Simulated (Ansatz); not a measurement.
We consider Ir3Rh (model structure, started from the A15 type, Pm-3n, No. 223, 8 atoms in the cell), described by LDA (plane waves, PAW; Ansatz, an electronic-structure program).

Settings: plane-wave cutoff 520 eV, 12×12×12 k mesh, Fermi–Dirac smearing 0.05 eV, no spin polarisation, scalar-relativistic PAW data made under PBE.

Cell (relaxed at this level):

Ir3Rh is taken in the cubic space group Pm-3n (No. 223), the A15 (Cr3Si type) structure, Pearson symbol cP8. Cell: a = 4.847 Å, b = 4.847 Å, c = 4.847 Å, α = 90.00°, β = 90.00°, γ = 90.00°. Ir on 6c is surrounded by 2 Ir at 2.424 Å and 8 Ir at 2.968 Å and 4 Rh at 2.710 Å. Rh on 2a is coordinated by 12 Ir at 2.710 Å. (Neighbours: up to the widest gap in distance over summed covalent radii, below 1.35, at either atom.)

**Question.** Predict the bulk modulus B0.

**Answer.** 
bulk modulus B0: 344 GPa

Note: the run has no spin polarisation, so it can have missed a magnetic state; the bulk modulus is −V dP/dV from two relaxed cells at ±2 % in volume; the relaxation could raise the start's symmetry but not lower it, so the cell can be a saddle point.

Spin–orbit coupling is not included.

Computed values are for the static lattice.

The result took about 4 core-minutes (a rough figure).

A model structure was made by putting elements into a prototype or built by hand; it is no filed structure, need not be a known phase, and can be a saddle point held by its symmetry.
